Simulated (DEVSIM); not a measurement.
System: abrupt InP n-p junction, at 400 K.

Layer 1 from the left is InP, thickness (μm) 98.0, Nd (cm⁻³) 1.2e16, τn (s) 1.1e-9, τp (s) 1.1e-9. Layer 2 from the left is InP, thickness (μm) 6.10, Na (cm⁻³) 5e16, τn (s) 1.1e-9, τp (s) 1.1e-9.

Left contact: ohmic. Right contact: ohmic. Voltage is applied to the left contact. Recombination: SRH at mid-gap, Auger. Mobility is μmin + (μ − μmin)/(1 + (N/Nref)^α).

This is a model device: material constants are rounded textbook-type values typed into the input, and sizes, dopings and lifetimes were drawn at random. Values at 300 K; Nc and Nv go as T^1.5, mobilities as T to minus their exponent, the gap by Varshni's rule with the affinity fixed.

InP: gap (eV) 1.344, affinity (eV) 4.38, permittivity 12.5, Nc (cm⁻³) 5.7e17, Nv (cm⁻³) 1.1e19, μn (cm²/Vs) 5200, μp (cm²/Vs) 170, μn,min 400, μp,min 10, Nref,n 3e17, Nref,p 4.9e17, αn 0.47, αp 0.62, T exponent of μn 2, T exponent of μp 2, Cn (cm⁶/s) 9e-31, Cp (cm⁶/s) 9e-31, Varshni α (eV/K) 0.000363, Varshni β (K) 162.

### Question
Estimate by hand the built-in potential, the peak field at zero bias, the capacitance at 6 V, and compare with a numerical solution.

### Answer

- Built-in potential: ni = √(Nc Nv) exp(−Eg/2kT) = 2.11e10 cm⁻³ with Eg = 1.311 eV; Vbi = kT/q ln(Na Nd/ni²) = 0.963 V; numerical 0.963 V.
- Peak field at zero bias: depletion approximation: W = √(2εVbi/(qN)) = 0.371 μm with N = 9.68e15 cm⁻³; field = 2Vbi/W = 51900 V/cm; numerical 50100 V/cm (estimate above by 3.7 %).
- Capacitance at 6 V: C = √(qεN / 2(Vbi + |V|)) = 11.1 nF/cm²; numerical 11.2 nF/cm² (estimate below by 0.51 %).

Simulated with DEVSIM: 1D drift-diffusion, Boltzmann statistics, complete ionisation; no tunnelling, impact ionisation, image-force lowering or self-heating.
